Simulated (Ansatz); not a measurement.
PbS (model structure, started from the zincblende type, F-43m, No. 216, 2 atoms in the cell) was calculated with r²SCAN0 (PAW; Ansatz, an electronic-structure program).

Run with plane-wave cutoff 520 eV, 6×6×6 k mesh, Fermi–Dirac smearing 0.01 eV, scalar-relativistic PAW data made under PBE.

Cell (relaxed with PBEsol):

PbS has the cubic space group F-43m (No. 216), the zinc blende structure, Pearson symbol cF8. Conventional cell: a = b = c = 6.5430 Å, α = β = γ = 90.00°. S on 4c is surrounded by 4 Pb at 2.833 Å (tetrahedral). Pb on 4a is coordinated by 4 S at 2.833 Å (tetrahedral). (Neighbours: up to the widest gap in distance over summed covalent radii, below 1.35, at either atom; cation-cation and far metal-metal contacts left out.)
(The calculation used a cell of 2 atoms; values per cell refer to that cell.)

### Question
Give the computed band gap, smallest direct gap on the k points sampled and direct gap at Γ.

### Answer

- band gap: 1.93 eV
- smallest direct gap on the k points sampled: 2.53 eV
- direct gap at Γ: 6.15 eV

Note: the relaxation could raise the start's symmetry but not lower it, so the cell can be a saddle point; cell and atoms aren't relaxed at this level (pressure 0.8 GPa).

Spin–orbit coupling is not included; with these elements it can move the gap by several tenths of an eV or more.

Static lattice: no zero-point or thermal effects.

The result took very roughly 2.4 core-minutes.

A model structure was made by putting elements into a prototype or built by hand; it is no filed structure, need not be a known phase, and can be a saddle point held by its symmetry.
